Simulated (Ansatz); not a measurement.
Pressure series in hypothetical simple cubic Ni

Consider Ni in the simple cubic structure (space group Pm-3m, No. 221; ferromagnetic; a hypothetical phase, not in the database extracts checked).

```xyz
1
Lattice="2.3298 0.0000 0.0000 0.0000 2.3298 0.0000 0.0000 0.0000 2.3298" Properties=species:S:1:pos:R:3 pbc="T T T"
Ni     0.0000     0.0000     0.0000
```

Cell and atoms are relaxed at each pressure.

Calculations: PBE (Ansatz, a quantum-chemistry and plane-wave program, PAW, without spin-orbit coupling).

```json
[
 {"pressure (GPa)": "-2", "volume per atom (Å³/atom)": "12.839"},
 {"pressure (GPa)": "-1", "volume per atom (Å³/atom)": "12.741"},
 {"pressure (GPa)": "0", "volume per atom (Å³/atom)": "12.647"},
 {"pressure (GPa)": "0.3", "volume per atom (Å³/atom)": "12.619"},
 {"pressure (GPa)": "0.7", "volume per atom (Å³/atom)": "12.582"},
 {"pressure (GPa)": "1.5", "volume per atom (Å³/atom)": "12.511"},
 {"pressure (GPa)": "3", "volume per atom (Å³/atom)": "?"},
 {"pressure (GPa)": "5", "volume per atom (Å³/atom)": "12.230"},
 {"pressure (GPa)": "7.5", "volume per atom (Å³/atom)": "12.050"}
]
```

Q: Fit the third-order Birch–Murnaghan form P(V) = (3B₀/2)[(V₀/V)^(7/3) − (V₀/V)^(5/3)]·[1 + (3/4)(B₀′ − 4)((V₀/V)^(2/3) − 1)] (squares taken in P) to the rows shown and predict the withheld row.

A: Least squares on the printed values gives V₀ = 12.646 Å³/atom, B₀ = 137 GPa, B₀′ = 5.2; this predicts 12.386 Å³/atom, and the run gives 12.387 Å³/atom, in agreement.

The magnetic state is the one reached from the starting moments; the real material's order can differ, and small cells can't hold many antiferromagnetic ones. Load acts through the strain it causes; cell and atoms are relaxed under it. Whether these cells are dynamically stable was not tested. No other phases were tried under pressure.
